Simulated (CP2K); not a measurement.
## A self-consistent single point of K₂SnHgTe₄ (I-42m, 8 atoms in the cell) with CP2K

Method: CP2K with LDA (Pade form), GPW, DZVP-MOLOPT-SR-GTH basis, GTH-PADE potentials (GTH_POTENTIALS).

The input file:

```
&GLOBAL
  PROJECT bulk
  RUN_TYPE ENERGY_FORCE
  PRINT_LEVEL LOW
&END GLOBAL
&FORCE_EVAL
  METHOD Quickstep
  STRESS_TENSOR ANALYTICAL
  &DFT
    BASIS_SET_FILE_NAME BASIS_MOLOPT
    POTENTIAL_FILE_NAME GTH_POTENTIALS
    &QS
      METHOD GPW
      EPS_DEFAULT 1E-10
    &END QS
    &MGRID
      CUTOFF 500
      REL_CUTOFF 50
      NGRIDS 5
    &END MGRID
    &SCF
      SCF_GUESS ATOMIC
      EPS_SCF 1E-6
      MAX_SCF 100
      ADDED_MOS 10
      &DIAGONALIZATION
        ALGORITHM STANDARD
      &END DIAGONALIZATION
      &MIXING
        METHOD BROYDEN_MIXING
        ALPHA 0.3
        NBUFFER 10
        BETA 1
      &END MIXING
    &END SCF
    &KPOINTS
      SCHEME MONKHORST-PACK 3 3 3
    &END KPOINTS
    &XC
      &XC_FUNCTIONAL PADE
      &END XC_FUNCTIONAL
    &END XC
    &PRINT
      &MO
        EIGENVALUES T
        OCCUPATION_NUMBERS T
        NDIGITS 8
        FILENAME mo
        &EACH
          QS_SCF 0
        &END EACH
        ADD_LAST NUMERIC
      &END MO
      &MULLIKEN OFF
      &END MULLIKEN
    &END PRINT
  &END DFT
  &SUBSYS
    &CELL
      A 7.25001500 0.00000000 0.00000000
      B -3.39995300 6.40336100 0.00000000
      C -1.92503100 -3.20168000 6.21339000
      PERIODIC XYZ
    &END CELL
    &COORD
      K        2.66249200    -1.60084000     3.10669500
      K       -2.66249200     1.60084050     3.10669500
      Sn       0.00000000     0.00000000     0.00000000
      Hg       1.92503100     3.20168050     0.00000000
      Te       1.06675537     6.00347111     0.00000000
      Te      -1.00940926    -1.67883286     4.03410559
      Te       4.80212514     3.75755627     0.00000000
      Te       0.91562174     1.52284749     2.17928441
    &END COORD
    &KIND K
      BASIS_SET DZVP-MOLOPT-SR-GTH
      POTENTIAL GTH-PADE-q9
    &END KIND
    &KIND Sn
      BASIS_SET DZVP-MOLOPT-SR-GTH
      POTENTIAL GTH-PADE-q4
    &END KIND
    &KIND Hg
      BASIS_SET DZVP-MOLOPT-SR-GTH
      POTENTIAL GTH-PADE-q12
    &END KIND
    &KIND Te
      BASIS_SET DZVP-MOLOPT-SR-GTH
      POTENTIAL GTH-PADE-q6
    &END KIND
  &END SUBSYS
  &PRINT
    &FORCES ON
    &END FORCES
    &STRESS_TENSOR ON
    &END STRESS_TENSOR
  &END PRINT
&END FORCE_EVAL
```

Output, abridged:

```
 GLOBAL| Method name                                                        CP2K
 GLOBAL| Project name                                                       bulk
 GLOBAL| Run type                                                   ENERGY_FORCE

 TOTAL NUMBERS AND MAXIMUM NUMBERS

  Total number of            - Atomic kinds:                                   4
                             - Atoms:                                          8
                             - Shell sets:                                     8
                             - Shells:                                        44
                             - Primitive Cartesian functions:                 43
                             - Cartesian basis functions:                    130
                             - Spherical basis functions:                    118

  Maximum angular momentum of- Orbital basis functions:                        3
                             - Local part of the GTH pseudopotential:          2
                             - Non-local part of the GTH pseudopotential:      4

 SCF PARAMETERS         Density guess:                                    ATOMIC
                        max_scf:                                             100
                        max_diis:                                              4
                        eps_scf:                                        1.00E-06
                        eps_diis:                                       1.00E-01
                        eps_eigval:                                     1.00E-05
                        level_shift [a.u.]:                             0.000000
                        added MOs                                        10    0
                        Mixing method:                            BROYDEN_MIXING
                                                charge density mixing in g-space
                        No outer SCF

 Extrapolation method: initial_guess

 Number of electrons:                                                         58
 Number of occupied orbitals:                                                 29
 Number of molecular orbitals:                                                39

 Number of orbital functions:                                                118
 Number of independent orbital functions:                                    118

 SCF WAVEFUNCTION OPTIMIZATION

  Step     Update method      Time    Convergence         Total energy    Change
     1 NoMix/Diag. 0.30E+00      -     1.04779100      -134.4989293778 -1.34E+02
     2 Broy./Diag. 0.30E+00      -     0.04313049      -135.1825695396 -6.84E-01
     3 Broy./Diag. 0.30E+00      -     0.08872983      -134.6007954845  5.82E-01
     4 Broy./Diag. 0.30E+00      -     0.01337903      -134.3039208434  2.97E-01
     5 Broy./Diag. 0.30E+00      -     0.00887539      -134.3179496196 -1.40E-02
     6 Broy./Diag. 0.30E+00      -     0.00197474      -134.3246514543 -6.70E-03
     7 Broy./Diag. 0.30E+00      -     0.00140100      -134.3078888883  1.68E-02
   [... 3 lines left out ...]
    11 Broy./Diag. 0.30E+00      -     0.00001465      -134.3054423613  1.08E-04
    12 Broy./Diag. 0.30E+00      -     0.00002356      -134.3053333057  1.09E-04
    13 Broy./Diag. 0.30E+00      -     0.00000145      -134.3053626896 -2.94E-05
    14 Broy./Diag. 0.30E+00      -     0.00000447      -134.3053599197  2.77E-06
    15 Broy./Diag. 0.30E+00      -     0.00000055      -134.3053665462 -6.63E-06

  *** SCF run converged in    15 steps ***

  Electronic density on regular grids:        -57.9999999998        0.0000000002
  Core density on regular grids:               57.9999999888       -0.0000000112
  Total charge density on r-space grids:       -0.0000000110
  Total charge density g-space grids:          -0.0000000110

  Overlap energy of the core charge distribution:               0.00000000391136
  Self energy of the core charge distribution:               -263.62114930957819
  Core Hamiltonian energy:                                     63.96599806578794
  Hartree energy:                                              87.86861495457381
  Exchange-correlation energy:                                -22.51883026092018

  Total energy:                                              -134.30536654622526

 ENERGY| Total FORCE_EVAL ( QS ) energy [hartree]           -134.305369207592179

 FORCES| Atomic forces [hartree/bohr]
 FORCES|   Atom     x               y               z               |f|
 FORCES|      1  1.13521265E-08  7.81284177E-09 -5.03900051E-09   1.46732000E-08
 FORCES|      2  1.71878164E-09  9.89590358E-09 -7.88731834E-09   1.27707834E-08
 FORCES|      3  1.50193716E-10  1.33918664E-08  8.34597865E-09   1.57803676E-08
 FORCES|      4 -9.39227586E-10 -1.57612317E-08 -4.62515095E-09   1.64526774E-08
 FORCES|      5  5.41151429E-03 -1.71609184E-03  5.75774444E-09   5.67709944E-03
 FORCES|      6 -6.79028841E-04 -1.12934590E-03  5.52204239E-03   5.67709912E-03
 FORCES|      7 -4.05346364E-03  3.97477814E-03  3.75841593E-09   5.67709686E-03
 FORCES|      8 -6.79033286E-04 -1.12935441E-03 -5.52204138E-03   5.67710037E-03
 FORCES| Sum     8.01858410E-10  1.33331510E-09  1.32013306E-09
 FORCES| Total atomic force                                       2.04045518E-09

 STRESS| Analytical stress tensor [bar]
 STRESS|                        x                   y                   z
 STRESS|      x       -2.63373789870E+04  -1.57740788202E+03  -2.65387097932E-02
 STRESS|      y       -1.57740788202E+03  -2.80124446759E+04  -4.49960858695E-02
 STRESS|      z       -2.65387097932E-02  -4.49960858695E-02  -2.53889890265E+04
 STRESS| 1/3 Trace                                            -2.65796042298E+04
```

The run converged in 15 iterations.

The starting cell comes from a database of computed structures (which also holds hypothetical and non-ambient phases and stackings), without a prior relaxation at this level. Values carry the incompleteness of an atom-centred basis.

Cost on one core of a shared machine: roughly 80 s.
